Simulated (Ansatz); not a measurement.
Band structure of MgTi2 (P-62m, 6 atoms in the cell).

```
CELL_PARAMETERS angstrom
      5.14389     0.00000     0.00000
     -2.57194     4.45474     0.00000
      0.00000     0.00000     4.89179
ATOMIC_POSITIONS crystal
  Mg 0.66667 0.33333 0.00000
  Mg 0.33333 0.66667 0.00000
  Ti 0.00000 0.31613 0.50000
  Ti 0.31613 0.00000 0.50000
  Ti 0.68387 0.68387 0.50000
  Ti 0.00000 0.00000 0.00000
```

Method: LDA (PW92), PAW files made with PBE (plane waves; Ansatz, a quantum-chemistry and plane-wave program).

Settings: basis.ecutwfc = 420 eV; kpoints.mp_grid.grid = 6 6 6; hamiltonian.xc = lda; hamiltonian.pseudopotentials = {kind: paw} (the program's default PAW files); scf.occupations.method = gaussian; scf.occupations.width = 0.05 eV; kpoints.band_path.npoints = 8.

The starting cell comes from a database of computed structures (which also holds hypothetical and non-ambient phases and stackings), without a prior relaxation at this level. Spin polarisation is off.

Levels in eV from the Fermi level, bands 31 to 38:
```json
[
 {"point": "Γ", "31": "-0.60", "32": "-0.60", "33": "-0.37", "34": "-0.32", "35": "-0.32", "36": "0.12", "37": "0.28", "38": "1.05"},
 {"point": "M", "31": "-0.94", "32": "-0.57", "33": "-0.55", "34": "-0.44", "35": "-0.10", "36": "0.11", "37": "0.77", "38": "0.95"},
 {"point": "K", "31": "-0.80", "32": "-0.80", "33": "-0.54", "34": "-0.01", "35": "0.08", "36": "0.08", "37": "0.87", "38": "0.87"},
 {"point": "A", "31": "-0.61", "32": "-0.31", "33": "-0.28", "34": "-0.20", "35": "0.03", "36": "0.36", "37": "0.36", "38": "0.57"},
 {"point": "L", "31": "-0.29", "32": "-0.12", "33": "-0.04", "34": "-0.03", "35": "-0.02", "36": "0.23", "37": "0.33", "38": "0.60"},
 {"point": "H", "31": "-0.46", "32": "-0.28", "33": "-0.28", "34": "-0.01", "35": "0.26", "36": "0.26", "37": "0.59", "38": "0.59"}
]
```

Bands cross the Fermi level along this path, so the cell is metallic at this level.

Keys are those of Ansatz 0.2.
